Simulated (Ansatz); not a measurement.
Amorphous Hf18O37Ca, 56 atoms at 8.78 g/cm³, one PBE-relaxed geometry, zone centre. Methods: PBE, scalar-relativistic without spin-orbit coupling (Ansatz, a program for electronic structure); r2SCAN, scalar-relativistic without spin-orbit coupling (Ansatz); HSE06, scalar-relativistic without spin-orbit coupling (Ansatz). Plane waves to 420 eV (r2SCAN 500 eV); exact exchange is cut at the cell's faces. At PBE the levels at the filled edge of the gap are localised (band-tail or defect states). All rungs ran without spin polarisation.

Preparation: random packing, a CHGNet melt and quench, and a DFT relaxation. O atoms were pushed apart under 1.9 Å during the dynamics, to hinder bonds among them. The hot cell started wider than the set density and was brought back towards it in steps. It is the lowest in DFT energy of 2 quenches. It is a model cell: composition and starting density were chosen by hand, and all elements were melted together. No dispersion term was used. Its density started from a set value of 8.78 and ended at 8.78 g/cm³. The quench (nominally 380 K/ps over its main leg) was far faster than any real one, so the model tends to hold more defects than a real film. One small periodic cell is one sample of the glass; other quenches scatter about these values. The volume was held where the preparation left it and the shape relaxed, at a PBE pressure of 1.4 GPa. Stress components on the final sampling reach 1.4 GPa.

The relaxation ran on the zone centre alone. At PBE the level gap is 4.03 eV on a 2×2×2 Γ-centred mesh, and the spacing at the zone centre alone 4.02 eV.

Q: What zone-centre spacing does r2SCAN give, roughly?

A: 4.50 eV (+0.48 eV against PBE).

Q: What zone-centre spacing does HSE06 give, roughly?

A: 5.57 eV (+1.55 eV against PBE).

The highest filled and the lowest empty state spread over these numbers of atoms (participation numbers): PBE: 7.4 and 26.1; r2SCAN: 7.1 and 23.9; HSE06: 6.9 and 27.1.
